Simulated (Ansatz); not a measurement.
CdTe in the zinc blende structure (space group F-43m, No. 216)

```xyz
2
Lattice="0.0000 3.3093 3.3093 3.3093 0.0000 3.3093 3.3093 3.3093 0.0000" Properties=species:S:1:pos:R:3 pbc="T T T"
Te     4.9639     4.9639     4.9639
Cd     0.0000     0.0000     0.0000
```

Computed with PBE (Ansatz, a program for electronic structure; PAW; 420 eV plane waves; spin-orbit coupling left out), earlier PAW set. Γ-centred 9×9×9 mesh, Fermi–Dirac width 0.05 eV.

| Item | Result |
|---|---|
| Volume per atom | 36.24 Å³ |
| Density | 5.50 g/cm³ |
| Band gap | 0.58 eV, direct at Γ |
| Electron mass | 0.053 mₑ |
| Hole mass (degenerate bands, along [100]) | 0.053, 0.57, 0.57 mₑ |
| Lowest conduction-band minima above the VBM | Γ 0.58 eV; L along ⟨111⟩ 1.76 eV |
| Total energy | -7617.754 eV/atom (σ→0; compares only within this code and set-up) |

With Te present, leaving out spin-orbit coupling can change the band edges. Masses are band curvatures over ±0.01 Å⁻¹ around the edge. No phonon test of stability was made.
